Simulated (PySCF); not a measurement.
PySCF 2.14.0, BP86/def2-svp, df: Nb(O)(Cl)3 ([O]=[Nb]([Cl])([Cl])[Cl]), 5 atoms. The geometry is a generated start, not checked to be a minimum at this level.

* **task**: energy
* **method**: bp86
* **basis**: def2-svp
* **two-electron scheme**: density fitting
* **mol.max_memory**: 3000 MB
* **mf.max_cycle**: 100
* **mf.diis_space**: 8 (default)
* **mf.conv_tol**: 1e-09 (default)
* **mf.grids.level**: 3 (default)
* **effective core potentials**: those of the basis set, past Kr
* **basis functions**: 99
* **grid points**: 93160

```xyz
5

Nb     0.1385    -0.0607    -0.0672
O      1.5397    -0.6779    -0.7546
Cl     0.5167     0.9300     1.8567
Cl    -0.8360     1.4303    -1.3540
Cl    -1.3588    -1.6216     0.3190
```

Charge 0 and multiplicity 1 are set for this test and not shown to be the ground state.

With the defaults (mf.DIIS = CDIIS, mf.diis = true, mf.init_guess = minao, mf.damp = 0, mf.diis_start_cycle = 1, mf.level_shift = 0, mf.diis_damp = 0) it converges in 18 Fock builds. One run each on 2 threads, 1 BLAS thread, with these changes:
- mf.level_shift = 0.3 Hartree
- mf.diis_damp = 0.3
- mf.DIIS = ADIIS
- mf.diis = false
- mf.damp = 0.7, mf.diis_start_cycle = 8
- mf.level_shift = 1 Hartree
- mf.init_guess = mod_huckel
- mf.init_guess = huckel
- mf.DIIS = EDIIS

### Question
Which of these changes keep the SCF from converging, or lead it to another solution?

### Answer
No convergence: mf.DIIS = EDIIS; mf.diis = false (the run ends without SCF convergence in 100 cycles). The rest reach the solution of the defaults.

```
setting                                 Fock builds             end
--------------------------------------  -----------  --------------
mf.diis_damp = 0.3                               14   same solution
mf.level_shift = 0.3 Hartree                     17   same solution
the defaults                                     18   same solution
mf.init_guess = huckel                           18   same solution
mf.damp = 0.7, mf.diis_start_cycle = 8           18   same solution
mf.init_guess = mod_huckel                       18   same solution
mf.DIIS = ADIIS                                  29   same solution
mf.level_shift = 1 Hartree                       38   same solution
mf.DIIS = EDIIS                                 101  no convergence
mf.diis = false                                 101  no convergence
```
